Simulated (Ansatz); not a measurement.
NH3 on the 1x1 (0001) surface of hcp Ti, one in a 2x2 cell, started at the site 'hollow Ti-Ti-Ti'

Method: PBE (plane waves to 420 eV, PAW; Ansatz, an electronic-structure program).

Slab: 20 atoms, 6.8 Å thick at the start under the adsorbate (thin: gaps and levels are the slab's own); k 6x6x1, smearing 0.1 eV, dipole-corrected; 8 atoms held, the rest relaxed; start symmetry kept, larger cells not searched; no spin, no spin-orbit, no U, no dispersion correction. At the end it is bonded to 3 Ti. In PBE this state lies 0.12 eV over the lowest of the starts that converged ('top Ti').

```
Item                                                                                                                      Result
--------------------------------------------------------------------------------------  ----------------------------------------
adsorption energy against NH3(g)                                                                                        -0.74 eV
work function of the top face                                                                                            2.94 eV
change of the work function                                                                                             -1.46 eV
change of the step from the bottom to the top vacuum level, against the clean slab                                      -1.45 eV
energy released by relaxation                                                                                            0.23 eV
height of the binding atom over the mean of the host atoms within 0.3 Å of the top one                                   1.933 Å
nearest host atoms of the binding atom                                                  Ti at 2.61 Å, Ti at 2.61 Å, Ti at 2.61 Å
largest move of a host atom                                                                                               0.07 Å
cost                                                                                                      roughly 5 core-minutes
```

A negative adsorption energy means that the adsorbate is more stable on the surface than in its reference.
